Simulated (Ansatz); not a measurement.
Rutile MgH₂, treated with r²SCAN (Ansatz, an electronic-structure program, PAW).

Settings: plane-wave cutoff 600 eV, 6×6×8 k mesh (along the axes of the cell as run), finite displacements, scalar-relativistic PAW data made under PBE.

Cell (relaxed at this level):

```yaml
crystal:
  lattice:
    - [4.48433, 0.00000, 0.00000]
    - [0.00000, 4.48433, 0.00000]
    - [0.00000, 0.00000, 2.99656]
  atoms:
    - { symbol: Mg, position: [0.00000, 0.00000, 0.00000] }
    - { symbol: Mg, position: [0.50000, 0.50000, 0.50000] }
    - { symbol: H, position: [0.30467, 0.30467, 0.00000] }
    - { symbol: H, position: [0.80467, 0.19533, 0.50000] }
    - { symbol: H, position: [0.19533, 0.80467, 0.50000] }
    - { symbol: H, position: [0.69533, 0.69533, 0.00000] }
```

What does this level give for the electronic dielectric constant ε∞ (mean over three axes) and dielectric constant ε0 (ions relaxed) (mean over three axes)?


- electronic dielectric constant ε∞ (mean over three axes) = 3.63
- dielectric constant ε0 (ions relaxed) (mean over three axes) = 9.29

The result took about 3 core-minutes (a rough figure).
